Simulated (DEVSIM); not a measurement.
System: Ru/SiO2/p-Si capacitor, at 300 K.

| layer (left to right) | material | thickness (nm) | Na (cm⁻³) |
|---|---|---|---|
| 1 | SiO2 | 4.30 | - |
| 2 | Si | 2800 | 4.2e16 |

Metal gate on the left, work function 4.7 eV. Fixed charge at the semiconductor interface -8.5e10 cm⁻² (in units of +e); no interface traps.

Constants are typed, rounded textbook-type inputs, not results; the design itself was drawn at random and stands for no fabricated device. Values at 300 K; Nc and Nv go as T^1.5, mobilities as T to minus their exponent, the gap by Varshni's rule with the affinity fixed.

| parameter | SiO2 | Si |
|---|---|---|
| gap (eV) | 9 | 1.124 |
| affinity (eV) | 0.9 | 4.05 |
| permittivity | 3.9 | 11.7 |
| Nc (cm⁻³) | - | 2.86e19 |
| Nv (cm⁻³) | - | 3.1e19 |
| Varshni α (eV/K) | - | 0.000473 |
| Varshni β (K) | - | 636 |

Simulated with DEVSIM: 1D Poisson equation in equilibrium, Boltzmann statistics, complete ionisation; no quantum confinement or tunnelling. Metal contacts follow the ideal Schottky-Mott rule: no Fermi-level pinning, no interface dipoles.

The temperature was swept, all else fixed.

| temperature (K) | minimum of the low-frequency capacitance (μF/cm²) | threshold voltage (band bending 2φF) (V) | flat-band voltage (V) |
|---|---|---|---|
| 250 | 0.0649 | 0.67 | -0.33 |
| 300 | ___ | ___ | -0.29 |
| 350 | 0.0749 | 0.59 | -0.24 |
| 400 | 0.0808 | 0.54 | -0.19 |
| 450 | 0.0916 | 0.50 | -0.13 |
| 500 | 0.105 | 0.45 | -0.08 |

Q: Complete the blanks.

A: 
- 300, minimum of the low-frequency capacitance (μF/cm²): 0.0681
- 300, threshold voltage (band bending 2φF) (V): 0.63
